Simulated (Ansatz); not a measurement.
## Quick settings and what they miss: SiMo₃ (Pm-3n, 8 atoms in the cell)

Self-consistent single point.

```
CELL_PARAMETERS angstrom
      4.95180     0.00000     0.00000
      0.00000     4.95180     0.00000
      0.00000     0.00000     4.95180
ATOMIC_POSITIONS crystal
  Si 0.50000 0.50000 0.50000
  Si 0.00000 0.00000 0.00000
  Mo 0.00000 0.50000 0.25000
  Mo 0.00000 0.50000 0.75000
  Mo 0.25000 0.00000 0.50000
  Mo 0.75000 0.00000 0.50000
  Mo 0.50000 0.25000 0.00000
  Mo 0.50000 0.75000 0.00000
```

Computed with PBE, harder PAW files (source: ansatz) (plane waves; Ansatz, a program for electronic structure).

Base settings: basis.ecutwfc = 36.7 Ry; kpoints.mp_grid.grid = 7 7 7; hamiltonian.xc = pbe; hamiltonian.pseudopotentials = {kind: paw, source: ansatz}; scf.occupations.method = gaussian; scf.occupations.width = 0.02 Ry.

Tight run (finer mesh or higher cutoff; not a proven limit): basis.ecutwfc: 36.7 Ry → 51.4 Ry; kpoints.mp_grid.grid: 7 7 7 → 10 10 10; scf.convergence.dr2_threshold: default (1e-07 eV) → 1e-09 eV. It gave Fermi level (on the code's own zero) 18.91 eV; pressure -6.43 GPa.

Quick runs, as changes from the base:
- A: the base itself
- B: basis.ecutwfc: 36.7 Ry → 25.7 Ry; kpoints.mp_grid.grid: 7 7 7 → 4 4 4; scf.occupations.method: gaussian → fermi_dirac; scf.occupations.width: 0.02 Ry → 0.0367 Ry; scf.convergence.dr2_threshold: default (1e-07 eV) → 0.0001 eV
- C: basis.ecutwfc: 36.7 Ry → 18.4 Ry; kpoints.mp_grid.grid: 7 7 7 → 8 8 8; scf.occupations.method: gaussian → cold
- D: basis.ecutwfc: 36.7 Ry → 29.4 Ry; kpoints.mp_grid.grid: 7 7 7 → 6 6 6; hamiltonian.xc: pbe → lda; kpoints.mp_grid.shift: default → 0.5 0.5 0.5 [LDA (PW92)]
- E: basis.ecutwfc: 36.7 Ry → 25.7 Ry; kpoints.mp_grid.grid: 7 7 7 → 8 8 8; hamiltonian.xc: pbe → lda; kpoints.mp_grid.shift: default → 0.5 0.5 0.5; scf.convergence.dr2_threshold: default (1e-07 eV) → 0.0001 eV [LDA (PW92)]
- F: kpoints.mp_grid.grid: 7 7 7 → 4 4 4; scf.occupations.method: gaussian → fermi_dirac; scf.occupations.width: 0.02 Ry → 0.01 Ry

Energies are extrapolated to zero smearing width, which holds to low order in the width alone.

Dashes: energy of D, E, another energy zero.

† marks runs with another functional, U, potentials or spin treatment: their distance from the tight run is not a convergence error alone.

The count of work is k-points × plane waves × bands × iterations; it is no time. 

Pressures in the table are Ansatz's without its Pulay estimate, at a fixed set of plane waves; the tight run's value above holds the estimate.

The starting cell comes from a database of computed structures (which also holds hypothetical and non-ambient phases and stackings), without a prior relaxation at this level. Its lattice was rescaled by a random factor within 2.5 % of one. Spin polarisation is off. In the base run, with a pressure of about -7 GPa the cell is away from its equilibrium volume at this level. The cutoff lies below the one recommended for these files.

```
run  energy less tight (meV/atom)  pressure less tight (GPa)  count of work / tight
---  ----------------------------  -------------------------  ---------------------
A                            -1.4                      -0.16                   0.19
B                           161.3                      -6.44                  0.049
C                          2976.1                    -146.06                   0.11
D†                              –                     -13.79                  0.068
E†                              –                     -23.39                  0.085
F                            13.2                       0.75                  0.097
```

Among the runs at the tight run's level, the energy misses run from 1.4 to 2976.1 meV/atom.

Keys are those of Ansatz 0.2.
